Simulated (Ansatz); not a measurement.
The starting structures come from a database of crystals and need not be the phases stable at ambient conditions.

 Where the default PAW files enter, the runs use the earlier of Ansatz's two default sets.

Data:

```xyz
4
Lattice="6.3414 0.0000 0.0000 0.0000 6.6917 0.0000 0.0000 3.3459 1.9317" Properties=species:S:1:pos:R:3 pbc="T T T"
Al     6.3410     4.4612     0.0000
Al     3.1703     2.2306     0.0000
P      3.9638     4.4612     0.0000
P      0.7931     2.2306     0.0000
```

Space group of this cell: P6_3mc, wurtzite. The cell is taken as given.

Transport runs along the normal of the first two printed cell vectors, the (110) plane of the conventional cell.

The gap is the functional's own, uncorrected, and κ follows it; spin-orbit coupling is left out. Mid-gap values are interpolated between the computed energies.

Task: Predict the band gap and the smallest decay constant κ at mid-gap from Ansatz (an electronic-structure program) with PBEsol.

Result: Gap 1.83 eV on a 6×16×16 mesh; κ = 0.161 1/Å, at the zone centre.
